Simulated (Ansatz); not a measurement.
Base system: MgTe in the wurtzite structure (space group P6_3mc, No. 186; a = 4.5614 Å, c = 7.4119 Å). Axes: x lies along a and z along c of the hexagonal cell.

Method: PBEsol (Ansatz, a program for electronic structure), no spin-orbit coupling.

Modification: an isotropic linear strain of +2.40 %, atoms relaxed at fixed cell.

Predict the stress tensor and what it implies for the stiffness.

Stress of the strained cell less that of the base (GPa, compression positive):
```
  -2.22    0.00    0.00
   0.00   -2.22    0.00
   0.00    0.00   -2.21
```

Then B = −ΔP/(ΔV/V₀) with ΔV/V₀ = 0.0737 gives secant stiffness values (nonlinear terms included at this strain): B (at held cell shape, above the free-shape value) ≈ 30 GPa.

As a check, the harmonic strain energy −½ V₀ Δσ:ε is 17 meV/atom; the computed energy rise is 18 meV/atom.

Stability against distortions was not tested.
